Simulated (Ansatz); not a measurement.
Take TlGaO₂ (space group R-3m, No. 166; a hypothetical phase, not in the database extracts checked; layered, stacked along the Cartesian z axis) as the base.

```
CELL_PARAMETERS angstrom
      1.53485     0.88615     6.38366
     -1.53485     0.88615     6.38366
      0.00000    -1.77229     6.38366
ATOMIC_POSITIONS crystal
  Ga 0.00000 0.00000 0.00000
  Tl 0.50000 0.50000 0.50000
  O  0.28069 0.28069 0.28069
  O  0.71931 0.71931 0.71931
```

Cartesian axes are those of the cell as printed.

Method: DFT with PBEsol, PAW potentials and a 420 eV plane-wave cutoff in Ansatz (a program for electronic structure), no spin-orbit coupling.

Base values:

The pressure is 0.0 GPa.

It is then changed as follows: strain tensor (xx, yy, zz, yz, xz, xy) = (−0.79, −0.26, +0.68, −0.12, −0.67, +0.83) %; the atoms relax in the strained cell.

### Question
Predict the new energy relative to the base and pressure.

### Answer
The energy rises by 1.6 meV/atom; the pressure (mean of the normal stresses, compression positive) goes from zero to 0.6 GPa.

A case with no gap was solved on a k-mesh chosen for an insulator, which is coarse for it. Stability against distortions was not tested. All final runs are without spin polarisation. No dispersion term is included in the PBEsol runs.
